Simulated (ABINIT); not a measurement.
# Predicting one run from its neighbours: the energy against the cutoff, HfN (I4mm, 2 atoms in the cell)

```yaml
crystal:
  lattice:
    - [0.00000, 2.24870, 2.24870]
    - [2.24870, 0.00000, 2.24870]
    - [2.24870, 2.24870, 0.00000]
  atoms:
    - { symbol: Hf, position: [0.01112, 0.01112, 0.98888] }
    - { symbol: N, position: [0.50000, 0.50000, 0.50000] }
```

Computed with PBEsol, norm-conserving pseudopotentials (PseudoDojo nc-sr-04 PBEsol standard) (plane waves; ABINIT 10.0.3).

Base settings: pseudos = [Hf.upf, N.upf]; ecut = 84 Ry; occopt = 3; tsmear = 0.00367493 Ha; ngkpt = 5 5 5; nshiftk = 1; shiftk = 0 0 0; potentials = PseudoDojo nc-sr-04 PBEsol standard; nband = 14; kptopt = 1.

The last step of the ladder, which sets the zero, is ecut = 202 Ry.

The starting cell has typed, rounded lattice constants, without a prior relaxation at this level. Its lattice was rescaled by up to half a per cent. One atom was moved a little off its site on purpose. Without a gap this mesh is coarse (it stands for a supercell whose shortest vector is 16 Å).

An empirical form for the window shown: the miss falls exponentially with the largest wave vector, which goes as √cutoff: ln(ΔF) = a + b·√cutoff.

```
ecut   √cutoff (√Ry)  F less the last step's (meV/atom)  ln of it
-----  -------------  ---------------------------------  --------
38 Ry          6.164                             923.17     6.828
42 Ry          6.481                                  ?         ?
46 Ry          6.782                             307.14     5.727
50 Ry          7.071                             171.00     5.142
58 Ry          7.616                              46.20     3.833
```

Q: Fit the line to the 4 rows given and predict the withheld one.

A: Means: x̄ = 6.9082, ȳ = 5.3825. Σ(x − x̄)(y − ȳ) = -2.255 and Σ(x − x̄)² = 1.097, so b = -2.055 and a = ȳ − b·x̄ = 19.579; ΔF halves for each 0.34 in √cutoff. The largest residual of the fitted rows is 0.095. At x = 6.481 the line gives 6.261, that is 524 meV/atom. The run gave 552.16 meV/atom, a miss of 28.16 meV/atom (5 %). The table is a window of a longer ladder. The rows were chosen because the form fits them, the withheld one included, so this shows the method and is no test of the form.

Left out of this page: 10 runs of the series outside the window shown, repeating another row's setting, or not comparable.
